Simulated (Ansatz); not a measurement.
Abridged Ansatz (a first-principles code) output:

```
Pseudopotential: Cs, paw, valence charge 9
Pseudopotential: H, paw, valence charge 1
Pseudopotential: Pt, paw, valence charge 18
Crystal: 9 atoms, lattice volume = 180.868 Å³
Basis set: ecut = 500 eV, 4621 PW (Γ), exchange–correlation on 192×192×192 points (64 copies of the dense FFT grid, shifted against one another)
Bands: 30, of which v1, the nominal top of the filled ones, is band 21 counted from 1 (20 counted from 0)
Symmetry: 48 space group operations
k-points: 20 of 343
Functional: x = r2scan, c = r2scan; τ floored in thin density (d = 2e-4 eV/Å³)
SCF iter   1: F=—  HF=-24019.318742 eV  |F-HF|=—  |Δ(HF+E_count)|=         —  Δρ=1.28e-1  dr2=4.47e1  dr2_τ=2.40e0  ethr=3.10e-3  ⟨swp⟩=8.7  Hψ=3137  notcnv=0  defer=3
SCF iter   2: F=—  HF=-24011.318837 eV  |F-HF|=—  |Δ(HF+E_count)|=    8.00e0  Δρ=4.23e-2  dr2=5.45e0  dr2_τ=3.64e0  ethr=3.10e-3  ⟨swp⟩=4.1  Hψ=1711  notcnv=0  defer=61
SCF 1 converged in 11 iterations: F = -24010.315708 eV  dr2 = 1.72e-10
SCF converged after 11 iterations
Free energy (F): -24010.315708 eV
Internal energy: -24010.315708 eV  (E = F + TS)
E sigma→0 (E₀):  -24010.315708 eV
Fermi energy:    3.944007 eV
--- Forces (eV/Å), atoms counted from 1 ---
  atom   1  Cs    -0.00000000     0.00000000     0.00000000
  atom   2  Cs    -0.00000000     0.00000000     0.00000000
  atom   3  H     -0.00000000    -0.00000000    -0.00011904
  atom   4  H     -0.00000000    -0.00000000     0.00011904
  atom   5  H     -0.00011904    -0.00000000     0.00000000
  atom   6  H      0.00011904     0.00000000     0.00000000
  atom   7  H      0.00000000    -0.00011904    -0.00000000
  atom   8  H     -0.00000000     0.00011904    -0.00000000
  atom   9  Pt     0.00000000     0.00000000    -0.00000000
--- Stress (GPa, compression-positive) ---
        0.002214      -0.000000      -0.000000
       -0.000000       0.002214      -0.000000
        0.000000      -0.000000       0.002214
  P = ⅓ Tr σ = 0.0022 GPa (0.022 kbar)
```

**Question.** What was computed, and what are the main results?

**Answer.** Cs2PtH6, 9 atoms in the cell, with r2SCAN, PAW, 500 eV (Ansatz; scalar-relativistic without spin-orbit coupling), earlier PAW set. The last SCF converged to F = -24010.315708 eV, or -2667.8129 eV per atom, at a pressure of 0.00 GPa. The total energy compares only with runs of the same code, potentials and settings.

Spin-orbit coupling, missing from the scalar runs, can matter with Pt. Stability against distortions was not tested. The cell is Cs2PtH6 (space group Fm-3m, No. 225; a cell from a computed database, its experimental status unchecked).
